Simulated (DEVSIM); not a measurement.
Structure: abrupt Si p-n junction, at 300 K.

```tsv
layer (left to right)	material	thickness (μm)	Nd (cm⁻³)	Na (cm⁻³)	τn (s)	τp (s)
1	Si	0.140	-	9.4e16	1.4e-7	1.4e-7
2	Si	43.0	2.5e16	-	1.4e-7	1.4e-7
```

Left contact: ohmic. Right contact: ohmic. Voltage is applied to the left contact. Recombination: SRH at mid-gap, radiative, Auger. Mobility is μmin + (μ − μmin)/(1 + (N/Nref)^α).

Constants are typed, rounded textbook-type inputs, not results; the design itself was drawn at random and stands for no fabricated device. Values at 300 K; Nc and Nv go as T^1.5, mobilities as T to minus their exponent, the gap by Varshni's rule with the affinity fixed.

```tsv
parameter	Si
gap (eV)	1.124
affinity (eV)	4.05
permittivity	11.7
Nc (cm⁻³)	2.86e19
Nv (cm⁻³)	3.1e19
μn (cm²/Vs)	1417
μp (cm²/Vs)	470
μn,min	52
μp,min	45
Nref,n	9.7e16
Nref,p	2.2e17
αn	0.68
αp	0.72
T exponent of μn	2.3
T exponent of μp	2.2
B (cm³/s)	4.7e-15
Cn (cm⁶/s)	2.8e-31
Cp (cm⁶/s)	9.9e-32
Varshni α (eV/K)	0.000473
Varshni β (K)	636
```

Model (solved in DEVSIM): 1D drift-diffusion, Boltzmann statistics, complete ionisation; no tunnelling, impact ionisation, image-force lowering or self-heating.

The temperature was swept, all else fixed.

```tsv
temperature (K)	dark forward voltage at 100 A/cm² (V)	potential step across the device at zero bias (V)	largest field in the device at zero bias (V/cm)	dark forward voltage at 1 A/cm² (V)
250	0.845	0.871	71000	0.678
300	0.787	0.792	67000	0.566
350	0.733	0.709	63000	0.450
400	0.684	0.624	58000	0.333
450	0.641	0.536	53000	0.214
500	0.602	0.446	48000	0.098
```

From the first row to the last the dark forward voltage at 100 A/cm² goes from 0.845 to 0.602. From the first row to the last the potential step across the device at zero bias goes from 0.871 to 0.446.
